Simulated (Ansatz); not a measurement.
The starting structures come from a database of crystals and need not be the phases stable at ambient conditions.

 Where the default PAW files enter, the runs use the earlier of Ansatz's two default sets.

Inside the gap of an insulator the Bloch states are evanescent, with a wavenumber k + iκ along the transport direction.

Consider the following.

```yaml
crystal:
  lattice:
    - [6.03266, 0.00000, 0.00000]
    - [3.01633, 6.67326, 0.00000]
    - [0.00000, 2.72678, 5.38123]
  atoms:
    - { symbol: Al, position: [0.25000, 0.50000, 0.75000] }
    - { symbol: Al, position: [0.50000, 0.00000, 0.50000] }
    - { symbol: Zn, position: [0.00000, 0.00000, 0.00000] }
    - { symbol: Te, position: [0.10889, 0.26380, 0.13188] }
    - { symbol: Te, position: [0.39568, 0.73620, 0.89111] }
    - { symbol: Te, position: [0.62731, 0.26380, 0.60432] }
    - { symbol: Te, position: [0.86812, 0.73620, 0.37269] }
```

Space group of this cell: I-4. The cell is taken as given.

Transport runs along the normal of the first two printed cell vectors, the (101) plane of the conventional cell.

The gap is the functional's own. No spin-orbit coupling. Mid-gap values are interpolated on the energy grid.

Give the band gap and the smallest decay constant κ at mid-gap that r2SCAN in Ansatz (a first-principles code) yields.

Gap 2.14 eV on a 6×6×6 mesh; κ = 0.152 1/Å, at the zone centre.
